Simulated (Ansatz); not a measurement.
Base system: InP in the zinc blende structure (space group F-43m, No. 216; a = 5.907 Å). Axes: x, y, z lie along the cube axes.

Calculations: r2SCAN (Ansatz, a first-principles code), spin-orbit coupling left out.

Strains are applied to the cell and any free atomic positions relax; under biaxial strain the out-of-plane vector relaxes too.

One change was made to it. Results:

The energy goes up by 0.4 meV/atom; the volume per atom shrinks by 0.15 Å³ (25.76 Å³ → 25.61 Å³).

### Question
Which change produced these results?
A. biaxial strain −2.50 %, plane normal [111], relaxed out of plane
B. biaxial strain −1.67 %, plane normal [111], relaxed out of plane
C. biaxial strain −2.08 %, plane normal [111], relaxed out of plane
D. biaxial strain −0.42 %, plane normal [111], relaxed out of plane
E. biaxial strain −0.83 %, plane normal [111], relaxed out of plane

### Answer
D, biaxial strain −0.42 %, plane normal [111], relaxed out of plane. For comparison, the energy relative to the base in the other runs: biaxial strain −1.67 %, plane normal [111], relaxed out of plane gives +6.7 meV/atom; biaxial strain −2.50 %, plane normal [111], relaxed out of plane gives +15 meV/atom; biaxial strain −0.83 %, plane normal [111], relaxed out of plane gives +1.6 meV/atom; biaxial strain −2.08 %, plane normal [111], relaxed out of plane gives +10 meV/atom.

No phonon test of stability was made.
